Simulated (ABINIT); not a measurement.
A self-consistent single point of C (Fd-3m, 2 atoms in the cell) with ABINIT.

Method of the run: PBE, norm-conserving pseudopotentials (PseudoDojo nc-sr-05 PBE standard) (plane waves; ABINIT 10.0.3).

The change in words: lattice scaled by 0.98. Reference geometry:
```
C
1.0
    0.00000     1.78038     1.78038
    1.78038     0.00000     1.78038
    1.78038     1.78038     0.00000
C
2
Direct
  0.50000   0.50000   0.50000
  0.75000   0.75000   0.75000
```

Reference input (self-consistent single point, DFT, PBE, plane waves, norm-conserving pseudopotentials (PseudoDojo nc-sr-05 PBE standard)): pseudos = [C.upf]; ecut = 41 Ha; occopt = 3; tsmear = 0.01 eV; ngkpt = 13 13 13; nshiftk = 1; shiftk = 0 0 0; potentials = PseudoDojo nc-sr-05 PBE standard; nband = 9; kptopt = 1; nstep = 50; tolvrs = 1e-12. This run's input differs from it in these lines:

```diff
@@ -5,5 +5,5 @@
 rprim
-        -0.0000000000    3.3644211491    3.3644211491
-         3.3644211491   -0.0000000000    3.3644211491
-         3.3644211491    3.3644211491   -0.0000000000
+         0.0000000000    3.2971336710    3.2971336710
+         3.2971336710    0.0000000000    3.2971336710
+         3.2971336710    3.2971336710    0.0000000000
 natom 2
@@ -13,4 +13,4 @@
 xcart
-         3.3644211491    3.3644211491    3.3644211491
-         5.0466317237    5.0466317237    5.0466317237
+         3.2971336710    3.2971336710    3.2971336710
+         4.9457005065    4.9457005065    4.9457005065
 ecut 41
```

Output, abridged:

```
--- !BeginCycle
solver: {iscf: 7, nstep: 50, nline: 4, wfoptalg: 0, }
tolerances: {tolvrs: 1.00E-12, }
...

     iter   Etot(hartree)      deltaE(h)  residm     vres2
 ETOT  1  -12.017683569143    -1.202E+01 1.638E-01 5.784E+01
 ETOT  2  -12.034698128889    -1.701E-02 2.086E-02 1.879E-01
 ETOT  3  -12.034710887963    -1.276E-05 1.663E-03 5.725E-03
 ETOT  4  -12.034711208496    -3.205E-07 1.850E-03 6.033E-05
 ETOT  5  -12.034711210838    -2.342E-09 9.938E-04 5.652E-08
 ETOT  6  -12.034711210839    -1.807E-12 1.213E-03 1.822E-10
 ETOT  7  -12.034711210839    -2.309E-14 4.012E-04 7.887E-13
 At SCF step    7       vres2   =  7.89E-13 < tolvrs=  1.00E-12 =>converged.

 Cartesian components of stress tensor (hartree/bohr^3)
  sigma(1 1)= -1.17366263E-03  sigma(3 2)=  0.00000000E+00
  sigma(2 2)= -1.17366263E-03  sigma(3 1)=  0.00000000E+00
  sigma(3 3)= -1.17366263E-03  sigma(2 1)=  0.00000000E+00

 ----iterations are completed or convergence reached----

 reduced coordinates (array xred) for    2 atoms
       0.500000000000      0.500000000000      0.500000000000
       0.750000000000      0.750000000000      0.750000000000
 cartesian forces (eV/Angstrom) at end:
    1      0.00000000000000    -0.00000000000000     0.00000000000000
    2     -0.00000000000000     0.00000000000000    -0.00000000000000
 frms,max,avg= 3.5673393E-29 5.3313289E-29   0.000E+00  0.000E+00  0.000E+00 e/A
   [... lines left out ...]
 Fermi (or HOMO) energy (hartree) =   0.44888   Average Vxc (hartree)=  -0.50630
 Fermi (or HOMO) energy (eV) =  12.21476   Average Vxc (eV)= -13.77718
   [... lines left out ...]
total_energy        : -1.20347112108394E+01
total_energy_eV     : -3.27481146402395E+02
band_energy         :  5.59262548262290E-01
...

-Cartesian components of stress tensor (GPa)         [Pressure=  3.4530E+01 GPa]
- sigma(1 1)= -3.45303408E+01  sigma(3 2)=  0.00000000E+00
- sigma(2 2)= -3.45303408E+01  sigma(3 1)=  0.00000000E+00
- sigma(3 3)= -3.45303408E+01  sigma(2 1)=  0.00000000E+00

 Calculation completed.
```

The run converged in 7 iterations. Against the reference run the free energy goes up by 39.1 meV/atom, the pressure goes from 4.19 to 34.53 GPa and the gap on the mesh goes from 4.211 to 4.352 eV.

The starting cell comes from a database of computed structures (which also holds hypothetical and non-ambient phases and stackings), without a prior relaxation at this level. For this run, on top of that: lattice scaled by 0.98. With a pressure of about 35 GPa the cell is away from its equilibrium volume at this level.
